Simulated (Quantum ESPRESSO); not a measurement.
Parameter sweep on Al₃Cr (I4/mmm, 4 atoms in the cell)

```
Al3Cr
1.0
   -1.93493     1.93493     4.09664
    1.93493    -1.93493     4.09664
    1.93493     1.93493    -4.09664
Al Cr
3 1
Direct
  0.75000   0.25000   0.50000
  0.25000   0.75000   0.50000
  0.50000   0.50000   0.00000
  0.00000   0.00000   0.00000
```
Moments meant for the start (each program seeds them in its own way; μB, in the order of the atoms Al Al Al Cr): 0.0 0.0 0.0 3.0.

Base run A: PBEsol, GBRV 1.5 ultrasoft (PBESOL) pseudopotentials run with Quantum ESPRESSO, self-consistent single point.

Its settings: ecutwfc = 50 Ry; ecutrho = 400 Ry; occupations = smearing; smearing = cold; degauss = 0.0036749 Ry; nspin = 2; potentials = {Al: al_pbesol_v1.uspp.F.UPF, Cr: cr_pbesol_v1.5.uspp.F.UPF}; K_POINTS = automatic 11 11 11 0 0 0; conv_thr = 1e-10 Ry; mixing_beta = 0.3.

The starting cell comes from a database of computed structures (which also holds hypothetical and non-ambient phases and stackings), without a prior relaxation at this level. Its lattice was rescaled by a random factor within 2.5 % of one. With one magnetic atom in the cell only a parallel order is possible. In the base run, with a pressure of about -8 GPa the cell is away from its equilibrium volume at this level.

```json
[
 {"run": "A", "change": "base", "pressure (GPa)": "-8.44", "size of the net moment (μB/atom)": "0.40"},
 {"run": "B", "change": "pseudopotentials: {Al: al_pbesol_v1.uspp.F.UPF, Cr: cr_pbesol_v1.5.uspp.F.UPF} → {Al: al_lda_v1.uspp.F.UPF, Cr: cr_lda_v1.5.uspp.F.UPF} [LDA (PZ)]", "pressure (GPa)": "-12.45", "size of the net moment (μB/atom)": "0.32"},
 {"run": "C", "change": "pseudopotentials: {Al: al_pbesol_v1.uspp.F.UPF, Cr: cr_pbesol_v1.5.uspp.F.UPF} → {Al: al_pbe_v1.uspp.F.UPF, Cr: cr_pbe_v1.5.uspp.F.UPF}; input_dft: default → blyp [BLYP]", "pressure (GPa)": "-2.33", "size of the net moment (μB/atom)": "0.40"},
 {"run": "D", "change": "pseudopotentials: {Al: al_pbesol_v1.uspp.F.UPF, Cr: cr_pbesol_v1.5.uspp.F.UPF} → {Al: al_pbe_v1.uspp.F.UPF, Cr: cr_pbe_v1.5.uspp.F.UPF}; input_dft: default → wc [Wu-Cohen GGA]", "pressure (GPa)": "-8.16", "size of the net moment (μB/atom)": "0.41"}
]
```

Run D against A: The pressure goes from -8.44 to -8.16 GPa and the size of the net moment moves little (0.40 to 0.41 μB/atom).

Run B against A: The pressure goes from -8.44 to -12.45 GPa and the size of the net moment goes from 0.40 to 0.32 μB/atom.

Run C against A: The pressure goes from -8.44 to -2.33 GPa and the size of the net moment stays at 0.40 μB/atom.

Left out of this page: 3 runs of the series held back from this collection.
